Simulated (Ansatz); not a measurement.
**Y: strain along the normal**

Y (hcp, P6_3/mmc, 32.941 Å³/atom at rest, c along z) under an equal strain ε in the (0001) plane with the normal axis free, as in a coherent film. PBE in Ansatz, a plane-wave DFT program (PAW, default set), 420 eV, 18×18×10 Γ-centred mesh, Fermi-Dirac smearing 0.10 eV; ions are relaxed within the symmetry of each cell.

Here s stands for strain and y for normal strain.

| strain (%) | normal strain (%) |
|---|---|
| -3.00 | ? |
| -1.50 | 0.85 |
| -1.00 | 0.55 |
| -0.50 | 0.27 |
| 0.00 | 0.00 |
| 0.50 | -0.26 |
| 1.00 | -0.53 |
| 1.50 | -0.78 |

Using a straight line, estimate the missing y at s = -3.00 from the other rows, showing the fit.

Means: s 0, y 0.014. About the means, the sum of products is -3.7900 and the sum of squares of s is 7.0000; the slope is their ratio. Least squares gives y = 0.014 - 0.5414·s. Residuals (row less fit): 0.024, -0.005, -0.015, -0.014, -0.003, -0.003, 0.018; standard error 0.016 (degrees of freedom: 5). The slope, -0.54 ± 0.01, is the elastic response of the normal axis, −2C13/C33. At the withheld row, y = 0.014 - 0.5414 × (-3.0) = 1.638%. The calculation gives 1.78%, 0.142% above the prediction (5.5 % of the range of y in the table). The row lies outside the fitted rows, so this is an extrapolation. From the scatter of the fitted rows alone, a prediction at this place has a standard error of 0.026%, so the miss is 5.5 times that.

One order more, fitted to all 13 runs of the series, follows each within 0.01, so the miss is the next term of a smooth law. In a metal these values are sensitive to mesh and smearing; energies are taken to zero smearing, stresses follow the free energy. Rows are the converged runs of the series near zero and its far end; series whose fitted rows scatter by over a few per cent of the range, as at a crossing or softening among them, aren't shown in this form. Most that stay on the fit to the last digits aren't either.
